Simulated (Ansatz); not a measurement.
Worked example: self-consistent single point of CaSc₃ (Pm-3m, 4 atoms in the cell) in Ansatz (an electronic-structure program).

Method of the run: LDA (PW92), default PAW files made with PBE (plane waves; Ansatz).

```
CELL_PARAMETERS angstrom
      4.72577     0.00000     0.00000
      0.00000     4.72577     0.00000
      0.00000     0.00000     4.72577
ATOMIC_POSITIONS crystal
  Sc 0.00000 0.50000 0.50000
  Sc 0.50000 0.50000 0.00000
  Sc 0.50000 0.00000 0.50000
  Ca 0.00000 0.00000 0.00000
```

Reference input (self-consistent single point, DFT, LDA (PW92), plane waves, default PAW files made with PBE): kpoints.mp_grid.grid = 5 5 5; hamiltonian.xc = lda; hamiltonian.pseudopotentials = {kind: paw} (the program's default PAW files); scf.occupations.method = gaussian; scf.occupations.width = 0.136 eV. This run's input differs from it in these lines:

Ansatz 0.2 input:
```diff
@@ -12,3 +12,3 @@
 kpoints:
-  mp_grid: { grid: [5, 5, 5] }
+  mp_grid: { grid: [6, 6, 6] }
 hamiltonian:
@@ -17,3 +17,3 @@
 scf:
-  occupations: { method: gaussian, width: 0.136 }
+  occupations: { method: gaussian, width: 0.03 }
 output:
```

Log, with long lists cut:

```
SCF iter   1: F=—  HF=-8038.695626 eV  |F-HF|=—  |Δ(HF+E_count)|=         —  Δρ=5.02e-3  dr2=2.34e-2  ethr=1.77e-3  ⟨swp⟩=6.2  Hψ=2367  notcnv=0
all-band conjugate gradients solve this SCF's bands
preconditioner: auto → Kerker (q_TF=auto, 2.349 Å⁻¹)
SCF iter   2: F=—  HF=-8038.693529 eV  |F-HF|=—  |Δ(HF+E_count)|=   2.10e-3  Δρ=2.90e-3  dr2=8.63e-3  ethr=5.45e-5  ⟨swp⟩=1.6  Hψ=705  notcnv=0  defer=6
SCF iter   3: F=—  HF=-8038.692616 eV  |F-HF|=—  |Δ(HF+E_count)|=   9.13e-4  Δρ=4.76e-4  dr2=3.41e-4  ethr=2.01e-5  ⟨swp⟩=2.0  Hψ=569  notcnv=0  defer=8
SCF iter   4: F=—  HF=-8038.692561 eV  |F-HF|=—  |Δ(HF+E_count)|=   5.57e-5  Δρ=1.16e-4  dr2=1.26e-5  ethr=7.94e-7  ⟨swp⟩=2.0  Hψ=570  notcnv=0  defer=8
SCF iter   5: F=—  HF=-8038.692564 eV  |F-HF|=—  |Δ(HF+E_count)|=   3.32e-6  Δρ=2.84e-5  dr2=6.72e-7  ethr=2.94e-8  ⟨swp⟩=2.0  Hψ=609  notcnv=0  defer=8
SCF iter   6: F=-8038.692564 eV  HF=-8038.692564 eV  |F-HF|=3.13e-8  |Δ(HF+E_count)|=   1.33e-7  Δρ=6.16e-6  dr2=6.00e-8  ethr=2.33e-10  ⟨swp⟩=6.5  Hψ=2013  notcnv=0
SCF 1 converged in 6 iterations: F = -8038.692564 eV  dr2 = 6.00e-8
Free energy (F): -8038.692564 eV
Internal energy: -8038.686602 eV  (E = F + TS)
E sigma→0 (E₀):  -8038.689583 eV
Entropy (-TS):   -0.005961 eV (-1.490 meV/atom)
Fermi energy:    8.380736 eV
--- Forces (eV/Å), atoms counted from 1 ---
  atom   1  Sc     0.00000000     0.00000000     0.00000000
   [... zero for the other atoms too ...]
--- Stress (GPa, compression-positive) ---
       -2.151854       0.000000       0.000000
        0.000000      -2.151854       0.000000
        0.000000       0.000000      -2.151854
  P = ⅓ Tr σ = -2.1519 GPa (-21.519 kbar)
  The stress holds the Pulay correction. Without it, at fixed plane waves, as pw.x and ABINIT print it: P = -2.1582 GPa
```

The run converged in 6 iterations. Against the reference run the free energy goes up by 13.1 meV/atom and the pressure hardly changes (-2.09 to -2.15 GPa).

The starting cell was generated: these elements placed on a structure prototype, without a prior relaxation; it need not be a known phase or ordering of this composition. Ansatz's pressure includes its estimate of the finite-basis (Pulay) stress.
